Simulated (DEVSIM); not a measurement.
Device: n-channel Ge planar bulk MOSFET with Al2O3, at 350 K.

```yaml
gate_length: 180 nm
source_drain_length: 144 nm
dielectric_thickness: 8 nm
lateral_straggle: 11 nm
underlap: 0 nm
junction_depth: 89.7 nm
substrate_depth: 545 nm
gate_work_function: 4.17 eV
source_and_drain_doping: 8.3e19 cm⁻³, Gaussian tails under the gate
body_doping: 2.1e17 cm⁻³
lifetime: 2e-8 s
supply: 1.2 V
halo_peak: 6.2e17 cm⁻³
```

All mobilities are scaled by 1; velocity saturation, μ/(1 + (μE/vsat)^b)^(1/b) with b = 2 for electrons and 1 for holes and E the electric field along each mesh edge, is on. Mobility is constant in doping.

Constants are typed, rounded textbook-type inputs, not results; the design itself was drawn at random and stands for no fabricated device. Values at 300 K; Nc and Nv go as T^1.5, mobilities as T to minus their exponent, the gap by Varshni's rule with the affinity fixed.

Ge: gap (eV) 0.664, affinity (eV) 4, permittivity 16, Nc (cm⁻³) 1.04e19, Nv (cm⁻³) 6e18, μn (cm²/Vs) 3900, μp (cm²/Vs) 1900, T exponent of μn 1.66, T exponent of μp 2.33, vsat,n (cm/s) 6.5e6, vsat,p (cm/s) 6e6, Varshni α (eV/K) 0.000477, Varshni β (K) 235. Al2O3: gap (eV) 6.8, affinity (eV) 1.35, permittivity 9.

DEVSIM, 2D drift-diffusion, Boltzmann statistics, complete ionisation; no quantum confinement, tunnelling, impact ionisation, self-heating, contact resistance or fringe fields beside the gate. Metal contacts follow the ideal Schottky-Mott rule: no Fermi-level pinning, no interface dipoles.

Transfer curves, |Id| in μA/μm:

```
Vg (V)  Vd = 0.05 V  Vd = 1.2 V
------  -----------  ----------
-0.36     0.0002035   0.0003542
-0.3      0.0002180   0.0003864
-0.24     0.0002526   0.0004739
-0.18     0.0003494   0.0007441
-0.12     0.0006527    0.001670
-0.06      0.001691    0.005071
0          0.005467     0.01812
0.06        0.01978     0.06919
0.12        0.07544      0.2660
0.18         0.2928      0.9927
0.24          1.109       3.459
0.3           3.782       10.33
0.36          10.34       24.25
0.42          21.68       44.83
0.48          36.88       70.02
0.54          54.70       98.17
0.6           74.29       128.3
0.66          95.13       159.8
0.72          116.9       192.2
0.78          139.4       225.5
0.84          162.4       259.3
0.9           186.0       293.5
0.96          209.9       328.2
1.02          234.2       363.2
1.08          258.8       398.5
1.14          283.7       434.0
1.2           308.8       469.7
```

Q: Work out the subthreshold swing at low drain bias from the rows at 0.12 and 0.18 V, and compare it with the thermal limit.

A: log10(0.2928/0.07544) = 0.589 over 60.0 mV, so S = 102 mV/decade. The limit kT/q ln 10 is 69.4 mV/decade; the ratio is 1.47. This is the steepest step of the table.

Q: Find both thresholds at the constant current 0.1 μA × (1 μm/L) a micrometre, and the DIBL.

A: The current is 0.556 μA/μm. Interpolating ln Id gives 0.209 V and 0.154 V; their difference over the 1.15 V of drain bias is 48 mV/V.

Source and drain are degenerate, where Boltzmann statistics are only rough. The electric field that drives the saturation includes the junctions' built-in field, which lowers the mobility there even at small currents: subthreshold currents come out too low, a known weakness of this choice.
